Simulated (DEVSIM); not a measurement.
System: TaN/SiO2/n-Ge capacitor, at 300 K.

```tsv
layer (left to right)	material	thickness (nm)	Nd (cm⁻³)
1	SiO2	18.0	-
2	Ge	2900	4.2e16
```

Metal gate on the left, work function 4.4 eV. Fixed charge at the semiconductor interface -7.8e10 cm⁻² (in units of +e); no interface traps.

This is a model device: material constants are rounded textbook-type values typed into the input, and sizes, dopings and lifetimes were drawn at random. Values at 300 K.

```tsv
parameter	SiO2	Ge
gap (eV)	9	0.664
affinity (eV)	0.9	4
permittivity	3.9	16
Nc (cm⁻³)	-	1.04e19
Nv (cm⁻³)	-	6e18
```

Model (solved in DEVSIM): 1D Poisson equation in equilibrium, Boltzmann statistics, complete ionisation; no quantum confinement or tunnelling. Metal contacts follow the ideal Schottky-Mott rule: no Fermi-level pinning, no interface dipoles.

Task: Tabulate band edges, carrier densities and field at 1.8 V on the gate.

Result: Energies count from the Fermi level of the right contact; mesh points crowd at the junctions.

```csv
x (μm),Ec (eV),Ev (eV),n (cm⁻³),p (cm⁻³),field (V/cm)
0.000,1.700,-7.300,< 1e2,< 1e2,790000
0.001375,1.808,-7.192,< 1e2,< 1e2,790000
0.004327,2.040,-6.960,< 1e2,< 1e2,790000
0.009874,2.476,-6.524,< 1e2,< 1e2,790000
0.01576,2.939,-6.061,< 1e2,< 1e2,790000
0.01757,3.081,-5.919,< 1e2,< 1e2,790000
0.01877,0.027,-0.637,3.7e18,1.2e8,140000
0.02254,0.063,-0.601,9.2e17,4.8e8,66000
0.03014,0.096,-0.568,2.6e17,1.7e9,29000
0.04684,0.123,-0.541,8.8e16,4.9e9,9400
0.08680,0.139,-0.525,4.7e16,9.2e9,1400
0.2237,0.142,-0.522,4.2e16,1.0e10,≈ 0
0.4993,0.142,-0.522,4.2e16,1.0e10,≈ 0
1.105,0.142,-0.522,4.2e16,1.0e10,≈ 0
2.276,0.142,-0.522,4.2e16,1.0e10,≈ 0
2.634,0.142,-0.522,4.2e16,1.0e10,≈ 0
2.797,0.142,-0.522,4.2e16,1.0e10,≈ 0
2.865,0.142,-0.522,4.2e16,1.0e10,≈ 0
2.901,0.142,-0.522,4.2e16,1.0e10,≈ 0
2.911,0.142,-0.522,4.2e16,1.0e10,≈ 0
2.916,0.142,-0.522,4.2e16,1.0e10,≈ 0
2.918,0.142,-0.522,4.2e16,1.0e10,≈ 0
```
